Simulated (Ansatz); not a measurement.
Effect of isotropic strain +0.49 % on Al2Cu

Start from Al2Cu (space group I4/mcm, No. 140; a = 6.059 Å, c = 4.874 Å).

One thing is altered: the cell is scaled by 1.0049 in all directions; the atoms relax in the strained cell.

Calculations: plane-wave PAW DFT at the PBE level (Ansatz, a quantum-chemistry and plane-wave program, 420 eV), no spin-orbit coupling, earlier PAW set. Γ-centred 12×12×12 mesh, Fermi–Dirac width 0.05 eV.

The volume per atom rises by 0.22 Å³, from 14.91 Å³ to 15.13 Å³ and the space group stays I4/mcm (No. 140). The energy increases by 1.0 meV/atom and the pressure (mean of the normal stresses, compression positive) goes from zero to -1.4 GPa. The band gap is still zero.

Whether these cells are dynamically stable was not tested. All final runs are without spin polarisation.
